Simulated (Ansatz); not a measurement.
BAs: response to strain

Base system: BAs in the zinc blende structure (space group F-43m, No. 216; a = 4.768 Å). Axes: x, y, z lie along the cube axes.

Strains are applied to the cell and any free atomic positions relax; under biaxial strain the out-of-plane vector relaxes too.

All numbers come from plane-wave PAW DFT at the PBEsol level (Ansatz, an electronic-structure program, 420 eV), scalar-relativistic without spin-orbit coupling.

Notes on the quantities. energy relative to the base: free energy F.

```json
[
 {"change": "base", "ratio −ε⊥/ε∥": "–", "energy relative to the base": "0 meV/atom", "smallest direct gap": "3.25 eV", "band gap": "1.08 eV"},
 {"change": "biaxial strain −2.50 %, plane normal [111], relaxed out of plane", "ratio −ε⊥/ε∥": "0.25", "energy relative to the base": "+21 meV/atom", "smallest direct gap": "2.79 eV", "band gap": "0.88 eV"},
 {"change": "biaxial strain −2.08 %, plane normal [111], relaxed out of plane", "ratio −ε⊥/ε∥": "0.25", "energy relative to the base": "+14 meV/atom", "smallest direct gap": "2.88 eV", "band gap": "0.92 eV"},
 {"change": "biaxial strain −1.67 %, plane normal [111], relaxed out of plane", "ratio −ε⊥/ε∥": "0.25", "energy relative to the base": "+9.1 meV/atom", "smallest direct gap": "2.96 eV", "band gap": "0.96 eV"},
 {"change": "biaxial strain −1.25 %, plane normal [111], relaxed out of plane", "ratio −ε⊥/ε∥": "0.25", "energy relative to the base": "+5.1 meV/atom", "smallest direct gap": "3.04 eV", "band gap": "1.00 eV"},
 {"change": "biaxial strain −0.83 %, plane normal [111], relaxed out of plane", "ratio −ε⊥/ε∥": "0.24", "energy relative to the base": "+2.2 meV/atom", "smallest direct gap": "3.12 eV", "band gap": "1.03 eV"},
 {"change": "biaxial strain −0.42 %, plane normal [111], relaxed out of plane", "ratio −ε⊥/ε∥": "–", "energy relative to the base": "+0.6 meV/atom", "smallest direct gap": "3.19 eV", "band gap": "1.06 eV"},
 {"change": "biaxial strain +1.25 %, plane normal [111], relaxed out of plane", "ratio −ε⊥/ε∥": "0.23", "energy relative to the base": "+4.8 meV/atom", "smallest direct gap": "3.07 eV", "band gap": "1.02 eV"},
 {"change": "biaxial strain +1.67 %, plane normal [111], relaxed out of plane", "ratio −ε⊥/ε∥": "0.23", "energy relative to the base": "+8.4 meV/atom", "smallest direct gap": "3.02 eV", "band gap": "1.00 eV"},
 {"change": "biaxial strain +2.50 %, plane normal [111], relaxed out of plane", "ratio −ε⊥/ε∥": "0.22", "energy relative to the base": "+18 meV/atom", "smallest direct gap": "2.92 eV", "band gap": "0.96 eV"}
]
```

Stability against distortions was not tested.
